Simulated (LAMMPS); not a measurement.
MD of CoAl (CsCl type) at zero pressure, 1024 atoms, as a liquid; each row is its own run.

Computed with classical MD, pair style meam, file MoCoNiVFeAlCr_2nn.meam, run in LAMMPS.

| T (K) | D(Al) (cm²/s) |
|---|---|
| 1520 | 1.80e-5 |
| 1710 | 2.78e-5 |
| 1900 | 4.32e-5 |
| 2090 | 5.93e-5 |
| 2660 | 0.000123 |

### Question
Fit an Arrhenius law, ln y = a + b / x, to these rows (x is the first column, y the second) and predict the run at x = 2380.

### Answer
Least squares gives a = -6.4360 and b = -6869. The slope times kB gives an activation energy of 0.59 eV. At x = 2380 the fit predicts 8.94e-5 cm²/s. The run itself gave (9.2 ± 0.3) × 10^-5 cm²/s, so the fit is 2.5 % low, within the run's error.

Caution: a run this short can hold a crystal over, or a liquid under, the potential's own melting point, which these runs don't give.

Errors of D are the spread over four groups of atoms in one short run; a floor of about 5 %, a picked value, is safer.
